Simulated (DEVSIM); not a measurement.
Device: abrupt GaAs n-p junction, at 300 K.

Layer 1 from the left is GaAs, thickness (μm) 0.720, Nd (cm⁻³) 3.4e16, τn (s) 3.9e-8, τp (s) 3.9e-8. Layer 2 from the left is GaAs, thickness (μm) 25.0, Na (cm⁻³) 2.2e17, τn (s) 3.9e-8, τp (s) 3.9e-8.

Left contact: ohmic. Right contact: ohmic. Voltage is applied to the left contact. Recombination: SRH at mid-gap. Mobility is constant in doping.

Constants are typed, rounded textbook-type inputs, not results; the design itself was drawn at random and stands for no fabricated device. Values at 300 K.

GaAs: gap (eV) 1.424, affinity (eV) 4.07, permittivity 12.9, Nc (cm⁻³) 4.7e17, Nv (cm⁻³) 9e18, μn (cm²/Vs) 8500, μp (cm²/Vs) 400.

**Question.** Estimate by hand the built-in potential, the peak field at zero bias, the capacitance at 2 V, and compare with a numerical solution.

**Answer.** 
- Built-in potential: ni = √(Nc Nv) exp(−Eg/2kT) = 2250000 cm⁻³ with Eg = 1.424 eV; Vbi = kT/q ln(Na Nd/ni²) = 1.260 V; numerical 1.260 V.
- Peak field at zero bias: depletion approximation: W = √(2εVbi/(qN)) = 0.247 μm with N = 2.94e16 cm⁻³; field = 2Vbi/W = 102000 V/cm; numerical 99900 V/cm (estimate above by 2.1 %).
- Capacitance at 2 V: C = √(qεN / 2(Vbi + |V|)) = 28.7 nF/cm²; numerical 29.0 nF/cm² (estimate below by 0.80 %).

Simulated with DEVSIM: 1D drift-diffusion, Boltzmann statistics, complete ionisation; no tunnelling, impact ionisation, image-force lowering or self-heating.
